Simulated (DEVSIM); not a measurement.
Device: Pd/SiO2/p-Ge capacitor, at 400 K.

| layer (left to right) | material | thickness (nm) | Na (cm⁻³) |
|---|---|---|---|
| 1 | SiO2 | 11.0 | - |
| 2 | Ge | 18000 | 1.1e15 |

Metal gate on the left, work function 5.2 eV. Fixed charge at the semiconductor interface 1.1e11 cm⁻² (in units of +e); no interface traps.

Constants are typed, rounded textbook-type inputs, not results; the design itself was drawn at random and stands for no fabricated device. Values at 300 K; Nc and Nv go as T^1.5, mobilities as T to minus their exponent, the gap by Varshni's rule with the affinity fixed.

```tsv
parameter	SiO2	Ge
gap (eV)	9	0.664
affinity (eV)	0.9	4
permittivity	3.9	16
Nc (cm⁻³)	-	1.04e19
Nv (cm⁻³)	-	6e18
Varshni α (eV/K)	-	0.000477
Varshni β (K)	-	235
```

DEVSIM, 1D Poisson equation in equilibrium, Boltzmann statistics, complete ionisation; no quantum confinement or tunnelling. Metal contacts follow the ideal Schottky-Mott rule: no Fermi-level pinning, no interface dipoles.

The SiO2 thickness was swept, all else fixed.

| SiO2 thickness (μm) | minimum of the low-frequency capacitance (μF/cm²) | threshold voltage (band bending 2φF) (V) | flat-band voltage (V) | capacitance of the dielectric stack (μF/cm²) |
|---|---|---|---|---|
| 0.0044 | 0.118 | 0.87 | 0.84 | 0.785 |
| 0.006 | 0.111 | 0.87 | 0.83 | 0.576 |
| 0.0077 | 0.105 | 0.86 | 0.83 | 0.448 |
| 0.0093 | 0.101 | 0.85 | 0.82 | 0.371 |
| 0.011 | 0.0966 | 0.85 | 0.81 | 0.314 |
| 0.013 | 0.0923 | 0.84 | 0.80 | 0.266 |

From the first row to the last the minimum of the low-frequency capacitance goes from 0.118 to 0.0923. From the first row to the last the threshold voltage (band bending 2φF) goes from 0.87 to 0.84.
